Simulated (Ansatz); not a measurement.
Start from Hf in the hcp (Mg type) structure (space group P6_3/mmc, No. 194; a = 3.159 Å, c = 5.000 Å). Axes: x lies along a and z along c of the hexagonal cell.

Computed with Kohn–Sham DFT with the PBEsol functional, run in Ansatz (a program for electronic structure) with PAW and 420 eV plane waves, spin-orbit coupling left out.

Before the change:

```
Quantity                        Result
-----------------------------  -------
Pressure                       0.0 GPa
Shortest interatomic distance  3.095 Å
Band gap                          zero
```

Now apply this change: uniaxial strain ε_xx = −4.02 %, all other strain components held at zero, atoms relaxed at fixed cell.

What does the calculation give for the largest internal atomic displacement after the change?

The largest internal atomic displacement comes out as 0.028 Å.

How does this affect the pressure?

The pressure (mean of the normal stresses, compression positive) goes from zero to 4.9 GPa.

How does this affect the energy relative to the base?

The energy goes up by 22 meV/atom.

How does this affect the shortest interatomic distance?

The shortest interatomic distance shrinks by 0.063 Å (3.095 Å → 3.032 Å).

What does the calculation give for the band gap after the change?

The band gap stays zero.

Without a gap, meshes like the base's 17×17×9 leave anisotropic stresses uncertain by several tenths of a GPa, and small strain energies with them. Stability against distortions was not tested. The final runs are not spin-polarised.
